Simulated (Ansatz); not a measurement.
Reference: BaF$_{2}$ (Fm-3m), PBEsol, rigid bands (plane waves, PAW, scalar-relativistic; Ansatz, an electronic-structure program); geometry: cell and atoms relaxed with PBEsol.

```xyz
3
Lattice="0.0000 3.0687 3.0687 3.0687 0.0000 3.0687 3.0687 3.0687 0.0000" Properties=species:S:1:pos:R:3 pbc="T T T"
Ba     0.0000     0.0000     0.0000
F      1.5344     1.5344     1.5344
F      4.6031     4.6031     4.6031
```

The band gap comes out as 6.83 eV and the electron conductivity mass is 0.49 mₑ. The hole conductivity mass comes out as 4.4 mₑ and the Seebeck coefficient, n-type 1e19 cm⁻³ is -210 μV/K.

Swap Ba for Ca, keeping the structure type. How do these values move?

CaF2 (Fm-3m): volume per atom 19.3 to 13.3 Å³; band gap rises (6.83 eV to 7.25 eV); electron conductivity mass rises (0.49 mₑ to 0.56 mₑ); hole conductivity mass falls (4.4 mₑ to 2.0 mₑ); Seebeck coefficient, n-type 1e19 cm⁻³ rises in size (-210 μV/K to -225 μV/K).

Swap Ba for Cd, keeping the structure type. How do these values move?

CdF2 (Fm-3m): volume per atom 19.3 to 13.0 Å³; band gap falls (6.83 eV to 2.95 eV); electron conductivity mass falls (0.49 mₑ to 0.38 mₑ); hole conductivity mass falls (4.4 mₑ to 3.0 mₑ); Seebeck coefficient, n-type 1e19 cm⁻³ falls in size (-210 μV/K to -181 μV/K).

Moves up to 5 % count as about the same. Masses are for dilute carriers at 300 K, harmonic means over directions unless an axis is named. Seebeck coefficients are for the stated density at 300 K, with one relaxation time for all states and whether or not that doping can be reached. Spin-orbit coupling is left out.

Formula and space group known from diffraction (Crystallography Open Database), not checked to be the room-temperature form: CdF2 (Fm-3m).
